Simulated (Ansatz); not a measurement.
Ir: pressure series

The parent structure is Ir in the fcc (Cu type) structure (space group Fm-3m, No. 225; a = 3.830 Å).

Cell and atoms are relaxed at each pressure.

Method: Ansatz (a quantum-chemistry and plane-wave program), PBEsol, PAW, cutoff 420 eV, without spin-orbit coupling.

| P (GPa) | V (Å³/atom) |
|---|---|
| -2.01 | 14.125 |
| -1.01 | 14.088 |
| 1.80 | 13.986 |
| 4.21 | 13.903 |
| 9.02 | 13.744 |
| 18.02 | 13.473 |
| 30.02 | 13.155 |
| 45.02 | 12.810 |
| 60.02 | 12.509 |

Q: Fit a third-order Birch–Murnaghan equation of state.

A: Least squares on P(V) = (3B₀/2)[(V₀/V)^(7/3) − (V₀/V)^(5/3)]·[1 + (3/4)(B₀′ − 4)((V₀/V)^(2/3) − 1)] gives V₀ = 14.05 Å³/atom, B₀ = 387 GPa and B₀′ = 4.9.

Measured bulk modulus of Ir: 365 GPa (static lattice; corrected from measurement; as listed in H. Levämäki et al., Physical Review B (2014)); the computed value is 6 % above it.

Load acts through the strain it causes; cell and atoms are relaxed under it. Stability against distortions was not tested. Competing high-pressure phases were not computed. The final runs are not spin-polarised.
